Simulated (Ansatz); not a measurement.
Start from CdTe in the zinc blende structure (space group F-43m, No. 216; a = 6.558 Å). Axes: x, y, z lie along the cube axes.

One thing is altered: compressive biaxial strain of 1.25 % in the plane normal to [111], as in epitaxy on a mismatched substrate; the out-of-plane cell vector and the atoms relax.

Calculations: r2SCAN, PAW, 500 eV (Ansatz, a quantum-chemistry and plane-wave program; without spin-orbit coupling).

Give the band edges at the high-symmetry points of the new zone, measured from its valence-band maximum.


```tsv
point	valence edge (eV)	conduction edge (eV)
Γ	0.00	1.17
T	-0.73	2.34
H₂	-2.19	4.51
H₀	-2.19	4.51
L	-0.77	2.12
S₀	-1.60	3.11
S₂	-1.60	3.11
F	-1.81	2.81
```

The gap is 1.17 eV, direct at Γ.

With Te present, leaving out spin-orbit coupling can change the band edges. Whether these cells are dynamically stable was not tested. k-point labels follow each cell's own Brillouin zone.
